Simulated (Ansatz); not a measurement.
How far a parabola holds: energy against volume of CsCl-type CuZn

CsCl-type CuZn, treated with r²SCAN in Ansatz (plane waves, PAW). Run with plane-wave cutoff 560 eV, 18×18×18 k mesh, Fermi–Dirac smearing 0.05 eV, no spin polarisation, scalar-relativistic PAW data made under PBE. The cell has no free parameter but its volume, all volumes share cutoff and mesh, and the runs aren't spin-polarised. Energies are free energies at the run's smearing, counted from the lowest row; static lattice.

| V (Å³/atom) | E (meV/atom) |
|---|---|
| 11.696 | ? |
| 11.945 | 9.01 |
| 12.194 | 2.15 |
| 12.443 | 0.00 |
| 12.692 | 2.02 |
| 12.940 | 7.74 |

Q: Fit E against V with a parabola, and predict the withheld value at V = 11.696.

A: With u = V - 12.44, the rows have u = -0.49500, -0.24600, 0.00300, 0.25200, 0.50000. Least squares gives E = -0.006 - 1.249·u + 33.867·u². Residuals (row less fit): 0.099, -0.201, 0.009, 0.190, -0.096; standard error 0.219 (degrees of freedom: 2). The fitted curve has its minimum at V = 12.5, where E = -0.02. Its curvature is d²E/dV² = 2 × 33.867 meV/Å⁶, so B = V0·d²E/dV² × 0.1602 = 135 GPa. At the withheld row, u = -0.74400, so E = -0.006 - 1.249 × (-0.74400) + 33.867 × (-0.74400)² = 19.670 meV/atom. The calculation gives 21.15 meV/atom, 1.480 meV/atom above the prediction (7.0 % of the range of E in the table). The row lies outside the fitted rows, so this is an extrapolation. From the scatter of the fitted rows alone, a prediction at this place has a standard error of 0.518 meV/atom, so the miss is 2.9 times that.

The residuals are curvature that a parabola lacks, not noise. A solid that stiffens under compression and softens on expansion lies above the parabola at the compressed end and under it at the expanded end, as this row does. A third-order Birch-Murnaghan fit to the whole scan has B0 = 134 GPa. Only scans are tabulated whose curvature falls smoothly with volume, and where the parabola meets the shown rows within 5 % of their range and misses the end by 0.1 meV or more.

Measured, for comparison: bulk modulus 116 GPa (temperature not stated, not corrected to a static lattice; as tabulated in Nepal et al. (2020), arXiv:2007.11150). Computed less measured: bulk modulus +16 %.

Ansatz is an electronic-structure program.
